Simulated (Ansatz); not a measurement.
BAs (F-43m), PBEsol with spin-orbit coupling, rigid bands (Ansatz, a first-principles code): Condition of this run: spin-orbit coupling switched on. band gap 1.01 eV, N_c = 3.43e19 cm⁻³ and N_v = 1.11e19 cm⁻³ at 300 K, conductivity masses of 0.304 mₑ (electrons) and 0.344 mₑ (holes). Take k_BT = 0.02585 eV.

Problem. What built-in voltage has an abrupt junction with N_A = 1e16 and N_D = 1e17 cm⁻³, all dopants ionised?

Solution. V_bi = E_g/e − (k_BT/e) ln(N_c N_v/(N_A N_D)) = 1.01 − 0.02585 × 12.85 = 0.68 V. It follows the computed gap one for one.

Problem. What thermal injection velocity √(2k_BT/πm) limits a ballistic channel?

Solution. 9.76e6 cm/s for electrons and 9.17e6 cm/s for holes, a ratio of √(m_h/m_e) = 1.06, for dilute carriers.

Problem. Find the intrinsic carrier density and the intrinsic Fermi level.

Solution. n_i = √(N_c N_v) exp(−E_g/2k_BT) = 1.95e19 × exp(−19.53) = 6.4e10 cm⁻³. The level lies (k_BT/2) ln(N_v/N_c) = -15 meV from mid-gap (positive towards the conduction band). Each 0.1 eV added to the gap lowers n_i by a factor of 6.9.

Rigid, parabolic bands with the computed gap; masses take one relaxation time for all states.
